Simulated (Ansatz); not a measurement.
The reference is Ba in the bcc (W type) structure (space group Im-3m, No. 229; a = 4.8819 Å; relaxed with 0.1 eV smearing).

Calculations: PBEsol/PAW in Ansatz (a program for electronic structure), without spin-orbit coupling.

For the base:

| Item | Value |
|---|---|
| Pressure | 0.0 GPa |
| Band gap | zero |

Modification: every lattice vector is stretched by 2.00 %; the atoms relax in the strained cell.

Task: What does the calculation give for the energy relative to the base, pressure and band gap after the change?

Result: The energy increases by 5.6 meV/atom; the pressure goes from zero to -0.5 GPa; the band gap is still zero.

Whether these cells are dynamically stable was not tested.
